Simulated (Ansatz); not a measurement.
Cd2TeSe (P-4m2, No. 115, 4 atoms in the cell; start mp-1226952)

Method: HSE06 (plane waves, PAW; Ansatz, an electronic-structure program).

Numerical settings: plane-wave cutoff 460 eV, 6×6×4 k mesh (along the axes of the cell as run), Fermi–Dirac smearing 0.01 eV, scalar-relativistic PAW data made under PBE.

Cell (relaxed with PBEsol):

Cd2SeTe is modelled in the tetragonal space group P-4m2 (No. 115), Pearson symbol tP4. Conventional cell: a = 4.4513 Å, b = 4.4513 Å, c = 6.2685 Å, α = 90.00°, β = 90.00°, γ = 90.00°. Cd on 2g is coordinated by 2 Se at 2.660 Å and 2 Te at 2.787 Å (tetrahedral). Te on 1d is surrounded by 4 Cd at 2.787 Å (tetrahedral). Se on 1b has 4 Cd at 2.660 Å (tetrahedral). (Neighbours: up to the widest gap in distance over summed covalent radii, below 1.35, at either atom; cation-cation and far metal-metal contacts left out.)

```yaml
band_gap: 1.38 eV (on the SCF k mesh)
```

Note: cell and atoms aren't relaxed at this level (pressure 1.5 GPa).

Spin–orbit coupling is not included; with these elements it can move the gap by several tenths of an eV or more.

The computed numbers hold no vibrational or temperature effects.

A start named mp-… is a Materials Project structure, which need not be a measured phase.
